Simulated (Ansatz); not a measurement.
Consider InAs in the zinc blende structure (space group F-43m, No. 216; a = 6.187 Å).

Calculations: PBE in Ansatz (plane waves to 420 eV, PAW, without spin-orbit coupling), earlier PAW set.

Base values:

- Band gap = zero

One thing is altered: every lattice vector is stretched by 2.79 %, atoms relaxed at fixed cell.

Task: Estimate the effect on the energy relative to the base and band gap.

Result: The energy rises by 28 meV/atom; the band gap remains zero.

The cells carry an imposed strain or load. Stability against distortions was not tested. All final runs are without spin polarisation. A zero or small gap of InAs can be the functional's error rather than a property of the material.

Ansatz is a first-principles code.
